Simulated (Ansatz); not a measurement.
The parent structure is ZnO in the wurtzite structure (space group P6_3mc, No. 186).

```yaml
crystal:
  lattice:
    - [3.18693, 0.00000, 0.00000]
    - [-1.59347, 2.75997, 0.00000]
    - [0.00000, 0.00000, 5.15257]
  atoms:
    - { symbol: Zn, position: [0.33333, 0.66667, 0.00179] }
    - { symbol: Zn, position: [0.66667, 0.33333, 0.50179] }
    - { symbol: O, position: [0.33333, 0.66667, 0.38021] }
    - { symbol: O, position: [0.66667, 0.33333, 0.88021] }
```

Cartesian axes are those of the cell as printed.

Level of theory: DFT with LDA, PAW potentials and a 420 eV plane-wave cutoff in Ansatz (a first-principles code), no spin-orbit coupling.

Before the change:

- Valence-band top at Γ: 0.00, 0.00, -0.11 eV
- Electron mass: 0.15 mₑ (at Γ)

Modification: the cell is stretched by 2.40 % along x with no lateral relaxation, atoms relaxed at fixed cell.

Problem. Predict the new valence-band top at Γ, electron mass and largest internal atomic displacement.

Solution. The valence-band top at Γ (three highest levels, from the VBM) becomes 0.00, -0.06, -0.12 eV (base: 0.00, 0.00, -0.11 eV); the electron mass goes from 0.15 mₑ (at Γ) to 0.14 mₑ along x, 0.14 mₑ along y, 0.15 mₑ along z (at Γ); the largest internal atomic displacement amounts to 0.016 Å.

The levels and masses belong to the bands next to the band gap. The cells carry an imposed strain or load. Masses are band curvatures over ±0.01 Å⁻¹ around the edge. Whether these cells are dynamically stable was not tested.
